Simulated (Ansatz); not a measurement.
## zinc-blende ZnS: the defect S on the Zn site

Level of theory: PBE, PAW (plane waves to 420 eV; Ansatz, a first-principles code). The supercell holds 64 host sites (2×2×2 repeats of a cell of 8 atoms), with a 2×2×2 shifted k-point sampling for the final energies. Site at the start: the Zn site. Energies of charged states are corrected for periodic images (point charge plus alignment at distant sites). Dielectric constants: PBE linear response of the host. Host gap at this level: 2.01 eV. These values are not converged in cell size to better than tenths of an eV. Levels are measured in PBE's own, too narrow, gap. Spin–orbit coupling is left out. Each state is the lowest found from its start.

Formation energies E_f are given with the Fermi level at the valence-band maximum. Chemical conditions: S-rich (Δμ(S) = 0.00 eV, Δμ(Zn) = -1.65 eV; only phases computed here count, gases as isolated molecules at 0 K); Zn-rich (Δμ(S) = -1.65 eV, Δμ(Zn) = 0.00 eV; only phases computed here count, gases as isolated molecules at 0 K). Reference phases: S: S8 molecule in a box, Zn: hcp Zn.

In at least one state atoms left their starting sites on relaxation (a large move, or an atom on the emptied site), so the name describes the start.

Charges with a result: +2, +1, 0, −1, −2. Others weren't obtained, and one of them could lie lower, also by skipping a charge.

| charge | moment (μB) | largest move off a lattice site (Å) | image correction with alignment (eV) | E_f, S-rich (eV) | E_f, Zn-rich (eV) | above the lowest spin state (eV) |
|---|---|---|---|---|---|---|
| +2† | 0.0 | 0.19 | 0.65 | – | – | 0.00 |
| +2† | not spin-polarised | 0.19 | 0.65 | – | – | 0.00 |
| +1 | 1.0 | 0.45 | 0.15 | 2.03 | 5.33 | 0.00 |
| 0 | not spin-polarised | 0.79 | 0.00 | 2.27 | 5.57 | 0.00 |
| −1 | 1.0 | 1.04 | 0.21 | 3.76 | 7.06 | 0.00 |
| −2 | not spin-polarised | 1.57 | 0.78 | 5.43 | 8.73 | 0.00 |

† Not settled in this cell, so no level is given: charge +2: level within 0.1 eV of a band edge or past it.

Starting moments that weren't kept: charge +2 began with 2 μB and ended with 0.0.

No other site or start that was run ended lower by more than 0.1 eV.

Transition levels above the valence-band maximum: ε(+1/0) = 0.24 eV; ε(0/−1) = 1.49 eV; ε(−1/−2) = 1.67 eV. On the lower envelope of the bound states, inside the gap: (+1/0) at 0.24 eV; (0/−1) at 1.49 eV; (−1/−2) at 1.67 eV.

Flagged in the runs: a strain field that reaches the edge of the cell.
